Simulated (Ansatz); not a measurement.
The parent structure is TeO2 in the fluorite structure (space group Fm-3m, No. 225; a = 5.385 Å; a hypothetical phase, not in the database extracts checked).

Level of theory: PBE, PAW, 420 eV (Ansatz, an electronic-structure program; spin-orbit coupling left out), earlier PAW set.

One change was made to it. Results:

| quantity | base | after |
|---|---|---|
| hole mass | 0.98 mₑ along k, 1.3 mₑ across (at L) | 0.90 mₑ along k, 1.2 mₑ across (at L) |
| valley order (the lowest conduction-band minima on the path, energy above the VBM, named in the base's zone) | a point along ⟨100⟩, about 0.7 Å⁻¹ from Γ 0.82 eV; a point along ⟨110⟩, about 0.2 Å⁻¹ from Γ 1.83 eV | a point along ⟨100⟩, about 0.7 Å⁻¹ from Γ 0.82 eV; a point along ⟨110⟩, about 0.2 Å⁻¹ from Γ 1.77 eV |
| density | 6.79 g/cm³ | 7.13 g/cm³ |
| smallest direct gap | 2.38 eV | 2.74 eV |

Problem. What was done to the base?
(A) pressure 60 GPa
(B) pressure 9 GPa
(C) pressure 30 GPa
(D) pressure 45 GPa
(E) pressure 18 GPa

Solution. B, pressure 9 GPa. For comparison, the valley order in the other runs: pressure 30 GPa gives a point along ⟨100⟩, about 0.6 Å⁻¹ from Γ 0.71 eV; a point along ⟨110⟩, about 0.1 Å⁻¹ from Γ 1.60 eV; pressure 45 GPa gives a point along ⟨100⟩, about 0.6 Å⁻¹ from Γ 0.61 eV; a point along ⟨110⟩, about 0.1 Å⁻¹ from Γ 1.47 eV; pressure 18 GPa gives a point along ⟨100⟩, about 0.7 Å⁻¹ from Γ 0.78 eV; a point along ⟨110⟩, about 0.1 Å⁻¹ from Γ 1.70 eV; pressure 60 GPa gives a point along ⟨100⟩, about 0.5 Å⁻¹ from Γ 0.50 eV; a point along ⟨110⟩, about 0.1 Å⁻¹ from Γ 1.33 eV.

Spin-orbit coupling, missing from the scalar runs, can matter with Te. Load acts through the strain it causes; cell and atoms are relaxed under it. Effective masses come from finite differences of ±0.01 Å⁻¹. Along k means along the line from Γ to the band edge. Stability against distortions was not tested. Competing high-pressure phases were not computed.
